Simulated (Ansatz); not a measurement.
The parent structure is Ag2O (space group Pn-3m, No. 224; a = 4.7067 Å). Axes: x, y, z lie along the cube axes.

The values are results of Kohn–Sham DFT with the PBEsol functional, run in Ansatz (a first-principles code) with PAW and 420 eV plane waves, without spin-orbit coupling, not measurements.

Strains are applied to the cell and any free atomic positions relax.

One change was made to it. Results:

| quantity | base | after |
|---|---|---|
| energy relative to the base (free energy F) | 0 meV/atom | +0.2 meV/atom |
| pressure (mean of the normal stresses, compression positive) | 0.0 GPa | -0.5 GPa |

### Question
What was done to the base?
A. uniaxial strain ε_zz = +3.00 %
B. uniaxial strain ε_zz = +0.60 %
C. uniaxial strain ε_zz = +1.80 %
D. uniaxial strain ε_zz = +2.40 %

### Answer
B, uniaxial strain ε_zz = +0.60 %. For comparison, the energy relative to the base in the other runs: uniaxial strain ε_zz = +3.00 % gives +4.2 meV/atom; uniaxial strain ε_zz = +1.80 % gives +1.6 meV/atom; uniaxial strain ε_zz = +2.40 % gives +2.7 meV/atom.

The mesh was chosen for an insulator and is coarse for the gapless case. Whether these cells are dynamically stable was not tested. No Hubbard U is applied, and correlation can decide whether such a compound is a metal. All final runs are without spin polarisation.
